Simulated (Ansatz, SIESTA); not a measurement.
**CoBiO₃ (P4mm, 5 atoms in the cell) computed with different codes at matched settings**

Relaxation of cell and atoms.

```
CoBiO3
1.0
    3.71587     0.00000     0.00000
    0.00000     3.71587     0.00000
    0.00000     0.00000     4.01158
Co Bi O
1 1 3
Direct
  0.50000   0.50000   0.62281
  0.00000   0.00000   0.05096
  0.50000   0.00000   0.69608
  0.00000   0.50000   0.69608
  0.50000   0.50000   0.16257
```

Shared settings, as Ansatz (a quantum-chemistry and plane-wave program) writes them: kpoints.mp_grid.grid = 9 9 9; scf.occupations.method = fermi_dirac; scf.occupations.width = 0.0073 Ry. Potentials and cutoffs stand in the table.

```tsv
code	model	final volume (Å³/atom)	cutoff
SIESTA	GGA PBEsol, numerical atomic orbitals DZP, PseudoDojo PBEsol standard norm-conserving potentials (rewritten from UPF to PSML)	11.06	grid 400 Ry
Ansatz	PBEsol, PAW files made with PBE	11.19	default
```

On Ansatz's run: spin-orbit coupling is off. Spin polarisation is off, so a magnetic state, if there is one, cannot be reached.

The spread over the programs that give each value: final volume within 0.13 Å³/atom.

SIESTA uses small atom-centred bases, whose incompleteness enters pressures, forces and empty levels differently from a plane-wave cutoff. The programs treat the finite-basis stress differently while the cell relaxes: Ansatz adds an estimate of it.

The starting cell comes from a database of computed structures (which also holds hypothetical and non-ambient phases and stackings), without a prior relaxation at this level. Its lattice was rescaled by a random factor within 2.5 % of one.

Keys are those of Ansatz 0.2.
